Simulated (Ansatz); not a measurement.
## Short convergence ladders for CaAg₂Ge₂ (I4mm, 5 atoms in the cell)

```yaml
crystal:
  lattice:
    - [-2.14959, 2.14959, 5.42914]
    - [2.14959, -2.14959, 5.42914]
    - [2.14959, 2.14959, -5.42914]
  atoms:
    - { symbol: Ca, position: [0.00460, 0.00460, 0.00000] }
    - { symbol: Ag, position: [0.25000, 0.75000, 0.50000] }
    - { symbol: Ag, position: [0.75000, 0.25000, 0.50000] }
    - { symbol: Ge, position: [0.39031, 0.39031, 0.00000] }
    - { symbol: Ge, position: [0.60969, 0.60969, 0.00000] }
```

Base method: LDA (PW92), default PAW files made with PBE (plane waves; Ansatz, an electronic-structure program).

Base settings: basis.ecutwfc = 420 eV; kpoints.mp_grid.grid = 5 5 5; hamiltonian.xc = lda; hamiltonian.pseudopotentials = {kind: paw} (the program's default PAW files); scf.occupations.method = gaussian; scf.occupations.width = 0.1 eV.

The count of work is k-points × plane waves × bands × iterations; it is no time. Core times come from one kind of shared machine, to one figure; runs under 30 s give none.

**The cutoff for other potential files**

Level: DFT, LDA (PW92), plane waves, harder PAW files (source: ansatz) made with PBE.

In this ladder: hamiltonian.pseudopotentials = {kind: paw, source: ansatz}.

The second cell is the first with its lattice scaled by 0.98.

The mesh stays at the base's, so the ladder's end is converged at best in this setting alone.

The first pressure column holds Ansatz's estimate of the finite-basis (Pulay) stress, which hides part of the cutoff error; the other is without it.

Only quantities that move along the ladder and can be compared are tabulated.

| basis.ecutwfc | free energy less the last step's (meV/atom) | energy of the compressed cell less the first (meV/atom) | pressure (GPa) | pressure without the Pulay estimate (GPa) | largest difference of a force vector from the last step's (eV/Å) | count of work / last | core time / last (rough) |
|---|---|---|---|---|---|---|---|
| 370 eV | 6557.12 | 9.56 | -4.90 | -216.24 | 0.066 | 0.11 | – |
| 450 eV | 1641.12 | -16.52 | -4.18 | -76.80 | 0.076 | 0.14 | – |
| 575 eV | 115.99 | -13.27 | -4.00 | -12.70 | 0.006 | 0.21 | – |
| 695 eV | 3.81 | -12.98 | -4.02 | -4.45 | 0.000 | 0.30 | – |
| 820 eV | 0.58 | -13.04 | -4.02 | -4.03 | 0.000 | 0.35 | – |
| 985 eV | 0.36 | -13.05 | -4.02 | -4.03 | 0.000 | 0.51 | 0.6 |
| 1230 eV | 0.12 | -13.05 | -4.02 | -4.03 | 0.000 | 0.71 | 0.7 |
| 1640 eV | 0.00 | -13.05 | -4.02 | -4.02 | 0.000 | 1.0 | 1 |

Coarsest basis.ecutwfc that holds the forces within 0.02 eV/Å of the last step, with all finer ones: 575 eV, at 0.21 of the last step's count of work; the step before is off by 0.076 eV/Å.

Coarsest basis.ecutwfc that holds the pressure without the Pulay estimate within 0.2 GPa of the last step, with all finer ones: 820 eV, at 0.35 of the last step's count of work; the step before is off by 0.43 GPa.

Coarsest basis.ecutwfc that holds the pressure within 0.05 GPa of the last step, with all finer ones: 575 eV, at 0.21 of the last step's count of work; the step before is off by 0.16 GPa.

The energy difference between the two cells stays within 1 meV/atom of the last step's from 575 eV on, the total only from 820 eV on: much of the error is common to both cells and cancels.

At the lowest cutoff the pressure without the Pulay estimate lies 212 GPa under the last step's, the usual sign of Pulay stress in an incomplete plane-wave basis.

**The density cutoff**

The second cell is the first with its lattice scaled by 0.98.

The mesh stays at the base's, so the ladder's end is converged at best in this setting alone.

Only quantities that move along the ladder and can be compared are tabulated.

```csv
basis.ecutrho_ratio,free energy less the last step's (meV/atom),energy of the compressed cell less the first (meV/atom),pressure (GPa)
2,-10.24,-14.30,-3.53
3,-0.26,-12.98,-4.00
4,0.00,-12.98,-4.01
5,0.00,-12.98,-4.01
6,0.00,-12.98,-4.01
8,0.00,-12.98,-4.01
10,0.00,-12.98,-4.01
12,0.00,-12.98,-4.01
16,0.00,-12.98,-4.01
```

Coarsest basis.ecutrho_ratio that holds the energy of the compressed cell less the first within 1 meV/atom of the last step, with all finer ones: 3; the step before is off by 1.3 meV/atom.

Coarsest basis.ecutrho_ratio that holds the pressure within 0.1 GPa of the last step, with all finer ones: 3; the step before is off by 0.48 GPa.

Coarsest basis.ecutrho_ratio that holds the free energy within 5 meV/atom of the last step, with all finer ones: 3; the step before is off by 10 meV/atom.

**The relaxed cell against the cutoff**

On CaAg2Ge2 (I4/mmm, 5 atoms in the cell): atoms on their sites.

In this ladder: relax = cell and atoms.

The mesh stays at the base's, so the ladder's end is converged at best in this setting alone.

Only quantities that move along the ladder and can be compared are tabulated.

```tsv
basis.ecutwfc	relaxed volume (Å³/atom)	relaxation steps	core time / last (rough)
250 eV	18.917	44	1
295 eV	19.140	16	0.6
355 eV	19.084	9	0.5
420 eV	19.077	6	0.4
505 eV	19.078	6	0.5
630 eV	19.078	6	0.7
840 eV	19.077	6	1
```

Coarsest basis.ecutwfc that holds the relaxed volume within 0.095 Å³/atom of the last step, with all finer ones: 295 eV; the step before is off by 0.16 Å³/atom.

At the lowest cutoff the cell relaxes to a volume 0.8 % smaller than at the highest. Ansatz relaxes on a stress corrected for the finite basis.

On the base run: the starting cell comes from a database of computed structures (which also holds hypothetical and non-ambient phases and stackings), without a prior relaxation at this level. Its lattice was rescaled by up to half a per cent. One atom was moved a little off its site on purpose.

Left out of this page: 1 run of the series failed or unconverged.

Keys are those of Ansatz 0.2.
